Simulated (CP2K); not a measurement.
Troubleshooting CP2K: a failed run on K₂S (Fm-3m, 3 atoms in the cell). The aim is a self-consistent single point with DFT PBE, GPW, DZVP-MOLOPT-SR-GTH basis, GTH-PBE potentials (GTH_POTENTIALS).

This input was run:

```
&GLOBAL
  PROJECT run
  RUN_TYPE ENERGY_FORCE
  PRINT_LEVEL LOW
&END GLOBAL
&FORCE_EVAL
  METHOD Quickstep
  STRESS_TENSOR ANALYTICAL
  &DFT
    BASIS_SET_FILE_NAME BASIS_MOLOPT
    POTENTIAL_FILE_NAME GTH_POTENTIALS
    &QS
      METHOD GPW
      EPS_DEFAULT 1E-10
    &END QS
    &MGRID
      CUTOFF 500
      REL_CUTOFF 50
      NGRIDS 5
    &END MGRID
    &POISSON
      PERIODIC NONE
      POISSON_SOLVER MT
    &END POISSON
    &SCF
      SCF_GUESS ATOMIC
      EPS_SCF 1E-6
      MAX_SCF 100
      ADDED_MOS 5
      &DIAGONALIZATION
        ALGORITHM STANDARD
      &END DIAGONALIZATION
      &MIXING
        METHOD BROYDEN_MIXING
        ALPHA 0.2
        NBUFFER 12
        BETA 1
      &END MIXING
    &END SCF
    &KPOINTS
      SCHEME MONKHORST-PACK 8 8 8
      GAMMA_CENTERED T
    &END KPOINTS
    &XC
      &XC_FUNCTIONAL PBE
      &END XC_FUNCTIONAL
    &END XC
    &PRINT
      &MO
        EIGENVALUES T
        OCCUPATION_NUMBERS T
        NDIGITS 8
        FILENAME mo
        &EACH
          QS_SCF 0
        &END EACH
        ADD_LAST NUMERIC
      &END MO
      &MULLIKEN OFF
      &END MULLIKEN
    &END PRINT
  &END DFT
  &SUBSYS
    &CELL
      A 5.28591700 0.00000000 0.00000000
      B 2.64295900 4.57773900 0.00000000
      C 2.64295900 1.52591300 4.31593300
      PERIODIC XYZ
    &END CELL
    &COORD
      K        7.92887625     4.57773900     3.23694975
      K        2.64295875     1.52591300     1.07898325
      S        0.00000000     0.00000000     0.00000000
    &END COORD
    &KIND K
      BASIS_SET DZVP-MOLOPT-SR-GTH-q9
      POTENTIAL GTH-PBE-q9
    &END KIND
    &KIND S
      BASIS_SET DZVP-MOLOPT-SR-GTH-q6
      POTENTIAL GTH-PBE-q6
    &END KIND
  &END SUBSYS
  &PRINT
    &FORCES ON
    &END FORCES
    &STRESS_TENSOR ON
    &END STRESS_TENSOR
  &END PRINT
&END FORCE_EVAL
```

The program printed (abridged):

```
 SCF WAVEFUNCTION OPTIMIZATION

  Step     Update method      Time    Convergence         Total energy    Change
     1 NoMix/Diag. 0.20E+00      -     1.45461751       -59.0284712594 -5.90E+01
     2 Broy./Diag. 0.20E+00      -     0.88525113       -52.5060327949  6.52E+00
     3 Broy./Diag. 0.20E+00      -     0.17754892       -53.9953502895 -1.49E+00
     4 Broy./Diag. 0.20E+00      -     1.20047831       -58.5601179614 -4.56E+00
     5 Broy./Diag. 0.20E+00      -     0.73261213       -60.6624777009 -2.10E+00
     6 Broy./Diag. 0.20E+00      -     0.73801845       -60.3956215888  2.67E-01
   [... 90 lines left out ...]
    97 Broy./Diag. 0.20E+00      -     0.00491442       -60.3548868144 -9.96E-03
    98 Broy./Diag. 0.20E+00      -     0.01444100       -60.3541418674  7.45E-04
    99 Broy./Diag. 0.20E+00      -     0.01144672       -60.3556421902 -1.50E-03
   100 Broy./Diag. 0.20E+00      -     0.00004818       -60.3456352643  1.00E-02
  Leaving inner SCF loop after reaching   100 steps.

  Overlap energy of the core charge distribution:               0.00000000000000
  Self energy of the core charge distribution:               -138.42794424903877
  Core Hamiltonian energy:                                     37.10173425018963
   [... lines left out ...]
  Total energy:                                               -60.34563526434907
   [... lines left out ...]
 * [ABORT]                                                                     *
 *  \___/     SCF run NOT converged. To continue the calculation regardless,   *
 *    |             please set the keyword IGNORE_CONVERGENCE_FAILURE.         *
 *  O/|                                                                        *
 * /| |                                                                        *
 * / \                                                            qs_scf.F:702 *
 *******************************************************************************

 ===== Routine Calling Stack =====

            4 scf_env_do_scf
            3 qs_energies
            2 qs_forces
            1 CP2K
Abort(1) on node 0 (rank 0 in comm 0): application called MPI_Abort(MPI_COMM_WORLD, 1) - process 0
```

Task: What is wrong, and how is it fixed?

Result: The fault is a Poisson solver that does not fit the cell's periodicity. The periodicity of the electrostatics has to match that of the cell. To fix it, match the two. The run ended unconverged after 100 iterations.

The sound input it was made from differs as follows (other fixes are possible):
```diff
-    &POISSON
-      PERIODIC NONE
-      POISSON_SOLVER MT
-    &END POISSON
```

With that input, the run converged in 15 iterations: free energy E − TS -1818.9231 eV; top of the valence band (on the code's own zero) 1.63 eV; gap on the k-point mesh 2.37 eV; pressure -0.04 GPa (DFT PBE, GPW, DZVP-MOLOPT-SR-GTH basis, GTH-PBE potentials (GTH_POTENTIALS)).

On the sound input: the starting cell comes from a database of computed structures (which also holds hypothetical and non-ambient phases and stackings), without a prior relaxation at this level. Its lattice was rescaled by a random factor within 2.5 % of one. Values carry the incompleteness of an atom-centred basis.
